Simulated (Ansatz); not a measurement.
System: interstitial B in beta Si3N4 (charge state +3). All values below come from PBE, PAW (plane waves to 420 eV; Ansatz, an electronic-structure program).

84-site cell at the relaxed PBE lattice, the Γ point alone, smearing 0.01 eV, spin-restricted, no finite-size correction. Static, classical nuclei. The charge state is imposed; whether it is stable for some Fermi level was not computed. Sites that were not tried may lie lower.

Barriers: single points on a 2×2×2 k-point mesh shifted by half a step along c at the bands' geometries (they differ from the bands' own by up to 0.11 eV, and are uncertain by about as much).

Relaxed starting cell (atoms counted from 1):

```yaml
crystal:
  lattice:
    - [15.32742, 0.00000, 0.00000]
    - [-3.83185, 6.63697, 0.00000]
    - [0.00000, 0.00000, 8.77980]
  atoms:
    - { symbol: Si, position: [0.20066, 0.15417, 0.25009] }
    - { symbol: Si, position: [0.20204, 0.17241, 0.58433] }
    - { symbol: Si, position: [0.20203, 0.17241, 0.91587] }
    - { symbol: Si, position: [0.70628, 0.18023, 0.25009] }
    - { symbol: Si, position: [0.70753, 0.18479, 0.58707] }
    - { symbol: Si, position: [0.70753, 0.18479, 0.91311] }
    - { symbol: Si, position: [0.11886, 0.41087, 0.07919] }
    - { symbol: Si, position: [0.11887, 0.41087, 0.42101] }
    - { symbol: Si, position: [0.11699, 0.40575, 0.75010] }
    - { symbol: Si, position: [0.61174, 0.38776, 0.08001] }
    - { symbol: Si, position: [0.61173, 0.38775, 0.42019] }
    - { symbol: Si, position: [0.61466, 0.41001, 0.75009] }
    - { symbol: Si, position: [0.41251, 0.22977, 0.25010] }
    - { symbol: Si, position: [0.41173, 0.23048, 0.58471] }
    - { symbol: Si, position: [0.41173, 0.23047, 0.91549] }
    - { symbol: Si, position: [0.91551, 0.23272, 0.25010] }
    - { symbol: Si, position: [0.91537, 0.23099, 0.58328] }
    - { symbol: Si, position: [0.91537, 0.23098, 0.91691] }
    - { symbol: Si, position: [0.29732, 0.82967, 0.08159] }
    - { symbol: Si, position: [0.29732, 0.82968, 0.41861] }
    - { symbol: Si, position: [0.29738, 0.82361, 0.75010] }
    - { symbol: Si, position: [0.80690, 0.83022, 0.08280] }
    - { symbol: Si, position: [0.80691, 0.83023, 0.41738] }
    - { symbol: Si, position: [0.79840, 0.82378, 0.75009] }
    - { symbol: Si, position: [0.08653, 0.76391, 0.08228] }
    - { symbol: Si, position: [0.08653, 0.76391, 0.41792] }
    - { symbol: Si, position: [0.08913, 0.76778, 0.75010] }
    - { symbol: Si, position: [0.58646, 0.79022, 0.06843] }
    - { symbol: Si, position: [0.58645, 0.79023, 0.43175] }
    - { symbol: Si, position: [0.58828, 0.77532, 0.75010] }
    - { symbol: Si, position: [0.32009, 0.53194, 0.25009] }
    - { symbol: Si, position: [0.38086, 0.58977, 0.58304] }
    - { symbol: Si, position: [0.38086, 0.58977, 0.91718] }
    - { symbol: Si, position: [0.88748, 0.59296, 0.25010] }
    - { symbol: Si, position: [0.88758, 0.59518, 0.58503] }
    - { symbol: Si, position: [0.88758, 0.59518, 0.91516] }
    - { symbol: N, position: [0.32988, 0.32185, 0.25009] }
    - { symbol: N, position: [0.33271, 0.33177, 0.58105] }
    - { symbol: N, position: [0.33271, 0.33177, 0.91917] }
    - { symbol: N, position: [0.83531, 0.33253, 0.25010] }
    - { symbol: N, position: [0.83667, 0.33517, 0.58285] }
    - { symbol: N, position: [0.83666, 0.33517, 0.91733] }
    - { symbol: N, position: [0.16772, 0.66780, 0.08315] }
    - { symbol: N, position: [0.16772, 0.66781, 0.41704] }
    - { symbol: N, position: [0.16769, 0.66532, 0.75010] }
    - { symbol: N, position: [0.66792, 0.66688, 0.09623] }
    - { symbol: N, position: [0.66793, 0.66692, 0.40396] }
    - { symbol: N, position: [0.66677, 0.67085, 0.75009] }
    - { symbol: N, position: [0.17313, 0.36122, 0.25009] }
    - { symbol: N, position: [0.15096, 0.32994, 0.58388] }
    - { symbol: N, position: [0.15095, 0.32993, 0.91631] }
    - { symbol: N, position: [0.64902, 0.32793, 0.25009] }
    - { symbol: N, position: [0.65203, 0.33618, 0.58593] }
    - { symbol: N, position: [0.65204, 0.33621, 0.91427] }
    - { symbol: N, position: [0.48413, 0.29717, 0.08285] }
    - { symbol: N, position: [0.48412, 0.29716, 0.41734] }
    - { symbol: N, position: [0.48458, 0.30255, 0.75010] }
    - { symbol: N, position: [0.98764, 0.29307, 0.08522] }
    - { symbol: N, position: [0.98764, 0.29307, 0.41497] }
    - { symbol: N, position: [0.98559, 0.29375, 0.75009] }
    - { symbol: N, position: [0.33405, 0.96948, 0.25010] }
    - { symbol: N, position: [0.33611, 0.96942, 0.58452] }
    - { symbol: N, position: [0.33611, 0.96941, 0.91568] }
    - { symbol: N, position: [0.83570, 0.96784, 0.25009] }
    - { symbol: N, position: [0.83426, 0.96674, 0.58280] }
    - { symbol: N, position: [0.83426, 0.96674, 0.91739] }
    - { symbol: N, position: [0.34764, 0.66810, 0.08397] }
    - { symbol: N, position: [0.34765, 0.66811, 0.41623] }
    - { symbol: N, position: [0.35021, 0.66864, 0.75010] }
    - { symbol: N, position: [0.85376, 0.66964, 0.08351] }
    - { symbol: N, position: [0.85376, 0.66963, 0.41669] }
    - { symbol: N, position: [0.85147, 0.66997, 0.75009] }
    - { symbol: N, position: [0.16086, 0.02607, 0.08203] }
    - { symbol: N, position: [0.16086, 0.02608, 0.41816] }
    - { symbol: N, position: [0.16548, 0.03009, 0.75010] }
    - { symbol: N, position: [0.66606, 0.04222, 0.07988] }
    - { symbol: N, position: [0.66607, 0.04222, 0.42029] }
    - { symbol: N, position: [0.66698, 0.03676, 0.75010] }
    - { symbol: N, position: [0.01669, 0.69563, 0.25010] }
    - { symbol: N, position: [0.01689, 0.69771, 0.58463] }
    - { symbol: N, position: [0.01689, 0.69771, 0.91556] }
    - { symbol: N, position: [0.54698, 0.70083, 0.25009] }
    - { symbol: N, position: [0.51371, 0.70461, 0.58738] }
    - { symbol: N, position: [0.51371, 0.70462, 0.91283] }
    - { symbol: B, position: [0.63191, 0.66927, 0.25010] }
```
Cell charge +3.

End state 1 differs by these moves (Å; atoms that move under 0.08 Å are left out):

| atom | element | Δx | Δy | Δz |
|---|---|---|---|---|
| 1 | Si | -0.06 | 0.12 | 0.00 |
| 10 | Si | -0.11 | -0.03 | -0.12 |
| 11 | Si | -0.11 | -0.03 | 0.12 |
| 13 | Si | -0.06 | -0.06 | 0.00 |
| 22 | Si | 0.02 | 0.08 | -0.02 |
| 23 | Si | 0.02 | 0.08 | 0.02 |
| 28 | Si | 0.00 | -0.07 | 0.14 |
| 29 | Si | 0.00 | -0.07 | -0.14 |
| 31 | Si | 0.72 | 0.38 | 0.00 |
| 34 | Si | 0.03 | 0.09 | 0.00 |
| 40 | N | -0.04 | 0.08 | 0.00 |
| 49 | N | -0.25 | -0.24 | 0.00 |
| 52 | N | -0.08 | 0.32 | 0.00 |
| 58 | N | -0.07 | 0.03 | -0.02 |
| 59 | N | -0.07 | 0.03 | 0.02 |
| 82 | N | -0.48 | 0.00 | 0.00 |
| 83 | N | 0.09 | -0.03 | -0.04 |
| 84 | N | 0.09 | -0.03 | 0.04 |
| 85 | B | 0.97 | -0.52 | 0.00 |

Task: What is the computed forward and backward barriers to end state 1 (PBE, PAW)?

Result: forward 1.06 eV, backward 0.56 eV; at the saddle point atom 85 has neighbours 2 N at 1.36 Å. The saddle point's order was not checked, and it lies on a symmetry element of the cell, where a band can be held.
